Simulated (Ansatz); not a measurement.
Data:

End structure of the (111)A surface of zinc-blende ZnS, Zn-terminated, 2x2 with 1 H on 4 top atoms (bottom of the slab: 2 H on 4 bottom sites):

```xyz
35
Lattice="7.6984 0.0000 0.0000 -3.8492 6.6670 0.0000 0.0000 0.0000 29.5000" Properties=species:S:1:pos:R:3 pbc="T T T"
S     -0.0136     0.0081     9.7497
S      3.8676    -0.0103     9.3838
S     -1.9066     3.3230     9.3842
S      1.9123     3.3407     9.7535
Zn     2.0941     1.0116    10.3544
Zn     5.5827     1.2216    10.3283
Zn    -0.1891     4.5540    10.3249
Zn     4.0201     4.3480    10.3550
S      1.9246     1.1112    12.7007
S      5.7738     1.1112    12.7007
S      0.0000     4.4447    12.7007
S      3.8492     4.4447    12.7007
Zn     0.0000     2.2223    13.4864
Zn     3.8492     2.2223    13.4864
Zn    -1.9246     5.5558    13.4864
Zn     1.9246     5.5558    13.4864
S     -0.0001     2.2199    15.8455
S      3.8507     2.2232    15.8429
S     -1.9254     5.5527    15.8457
S      1.9263     5.5547    15.8608
Zn     0.0147     0.0060    16.6283
Zn     3.8345     0.0004    16.6494
Zn    -1.9163     3.3353    16.6307
Zn     1.9183     3.3195    16.6480
S      0.0693     0.0357    19.0226
S      3.7913    -0.0054    19.0157
S     -1.8674     3.3614    19.0383
S      1.8918     3.2802    19.0130
Zn     2.0330     1.1734    20.1662
Zn     5.7459     1.0815    19.2340
Zn     0.0933     4.4955    20.0741
Zn     3.8128     4.4268    19.2311
H      0.0470    -0.0271     8.3983
H      1.9723     3.3061     8.4023
H      1.9381     1.1195    21.7070
```

Set-up: 35 atoms, 13.2 Å thick at the start with caps and adatoms (thin: gaps and levels are the slab's own); mesh 3x3x1; 0.025 eV smearing; dipole correction on; 8 atoms held, the rest relaxed; no symmetry held; spin-polarised, ending with about 0.8 μB a cell, a value that depends on the mesh; orders that need a larger cell were not tried, no spin-orbit, no U. The slab shows no gap over 0.04 eV on its mesh. It is one candidate, not shown to be the stable structure of the face.

Problem. Predict the work function of the top face from PBE in Ansatz (a quantum-chemistry and plane-wave program).

Solution. 4.19 eV
